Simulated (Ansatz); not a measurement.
**CsBr in the zinc blende structure (space group F-43m, No. 216; a hypothetical phase, not in the database extracts checked)**

```
CsBr
1.0
    0.00000     4.09650     4.09650
    4.09650     0.00000     4.09650
    4.09650     4.09650     0.00000
Br Cs
1 1
Direct
  0.75000   0.75000   0.75000
  0.00000   0.00000   0.00000
```

Calculations: PBE (Ansatz, a program for electronic structure), spin-orbit coupling left out. Settings: 7×7×7 k-points, 0.05 eV Fermi–Dirac smearing.

```yaml
volume_per_atom: 68.74 Å³
density: 2.57 g/cm³
band_gap: 3.97 eV, indirect, W → Γ
electron_mass: 0.51 mₑ
Lowest conduction-band minima above the VBM: Γ 3.97 eV
total_energy: -4228.694 eV/atom (σ→0; compares only within this code and set-up)
```

Effective masses come from finite differences of ±0.01 Å⁻¹. No phonon test of stability was made.
